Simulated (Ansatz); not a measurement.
Base system: ZrO₂ (space group P4_2/nmc, No. 137).

```cif
data_O4Zr2
_chemical_formula_sum 'Zr2 O4'
_space_group_name_H-M_alt 'P 1'
_space_group_IT_number 1
_cell_length_a 3.62104
_cell_length_b 3.62104
_cell_length_c 5.28293
_cell_angle_alpha 90.000
_cell_angle_beta 90.000
_cell_angle_gamma 90.000
loop_
_space_group_symop_operation_xyz
  'x, y, z'
loop_
_atom_site_label
_atom_site_type_symbol
_atom_site_fract_x
_atom_site_fract_y
_atom_site_fract_z
_atom_site_occupancy
Zr1 Zr 0.00000 0.00000 0.00000 1
Zr2 Zr 0.50000 0.50000 0.50000 1
O1 O 0.00000 0.50000 0.19276 1
O2 O 0.00000 0.50000 0.69276 1
O3 O 0.50000 0.00000 0.30724 1
O4 O 0.50000 0.00000 0.80724 1
```

The values are results of PBE in Ansatz (plane waves to 420 eV, PAW, no spin-orbit coupling), not measurements.

One change was made to it. Results:

```csv
quantity,base,after
smallest direct gap,4.13 eV,4.16 eV
lattice parameter a,3.621 Å,3.598 Å
electron mass,"2.3 mₑ along c, 0.61 mₑ across (at Γ)","2.2 mₑ along c, 0.60 mₑ across (at Γ)"
```

**Question.** Name the change that was made.
A. pressure 4.5 GPa
B. pressure 0.9 GPa
C. pressure −1 GPa
D. pressure −2 GPa
E. pressure 30 GPa

**Answer.** A, pressure 4.5 GPa. For comparison, the electron mass in the other runs: pressure 0.9 GPa gives 2.3 mₑ along c, 0.61 mₑ across (at Γ); pressure −1 GPa gives 2.3 mₑ along c, 0.61 mₑ across (at Γ); pressure −2 GPa gives 2.3 mₑ along c, 0.62 mₑ across (at Γ); pressure 30 GPa gives 1.9 mₑ along c, 0.54 mₑ across (at Γ).

Load acts through the strain it causes; cell and atoms are relaxed under it. Masses are band curvatures over ±0.01 Å⁻¹ around the edge. Stability against distortions was not tested. No other phases were tried under pressure. This is not the structure that ZrO2 has at room temperature and ambient pressure.

Ansatz is a quantum-chemistry and plane-wave program.
